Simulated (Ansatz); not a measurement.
System: 1T (CdI2-type) CaI2. Method: G0W0@PBEsol+SOC (hard PAW, contour deformation, complete-basis limit, spin–orbit shift from PBEsol; Ansatz, a first-principles code).

Settings: largest k mesh 6×6×4 (not extrapolated in the mesh).

Cell (measured lattice):

CaI$_{2}$ is modelled in the trigonal space group P-3m1 (No. 164), the CdI2 type structure, Pearson symbol hP3. Lattice parameters: a = b = 4.4800 Å, c = 6.9600 Å, α = β = 90.00°, γ = 120.00°. Ca on 1a is coordinated by 6 I at 3.117 Å (octahedral). I on 2d is surrounded by 3 Ca at 3.117 Å (trigonal pyramidal). (Neighbours: up to the widest gap in distance over summed covalent radii, below 1.35, at either atom; cation-cation and far metal-metal contacts left out.)

**Question.** Estimate the band gap that the calculation returns.

**Answer.** 
- band gap = 5.48 eV

Note: spin–orbit coupling enters as the shift of the gap found with a semilocal functional; cell and atoms aren't relaxed at this level.

The computed numbers hold no vibrational or temperature effects.
